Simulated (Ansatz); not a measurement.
Start from HgS in the zinc blende structure (space group F-43m, No. 216; a = 5.812 Å). Axes: x, y, z lie along the cube axes.

Method: Ansatz (a quantum-chemistry and plane-wave program), LDA, PAW, cutoff 420 eV, without spin-orbit coupling.

Base values:

```
Property    Value
--------  -------
Pressure  0.0 GPa
```

The change: the cell is compressed by 0.50 % along z with no lateral relaxation; the atoms relax in the strained cell.

Task: What does the calculation give for the pressure and energy relative to the base after the change?

Result: The pressure (mean of the normal stresses, compression positive) goes from zero to 0.3 GPa; the energy hardly moves.

Stability against distortions was not tested. All final runs are without spin polarisation. Gaps under 0.05 eV, about the width of the smearing, are given as zero.
